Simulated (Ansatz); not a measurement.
Take AlAs in the wurtzite structure (space group P6_3mc, No. 186; a = 4.0033 Å, c = 6.5805 Å; a model cell, its experimental status unchecked) as the base.

Now apply this change: cell and atoms relaxed at a pressure of 60 GPa.

Levels (all Ansatz, a first-principles code, PAW, earlier PAW set): PBEsol (420 eV, no spin-orbit coupling); HSE06 (420 eV, no SOC).

The geometry is relaxed with PBEsol.

| Property | Value |
|---|---|
| PBEsol band gap | 0.52 eV |

Problem. Predict the band gap from HSE06.

Solution. The band gap goes up by 0.69 eV, from 0.52 eV to 1.21 eV.

Single points use the geometry relaxed with PBEsol. The hybrid gap comes from the SCF mesh plus the semilocal run's edge points and a few special points and is an upper bound. Load acts through the strain it causes; cell and atoms are relaxed under it. Stability against distortions was not tested. No other phases were tried under pressure. This is not the structure that AlAs has at room temperature and ambient pressure.
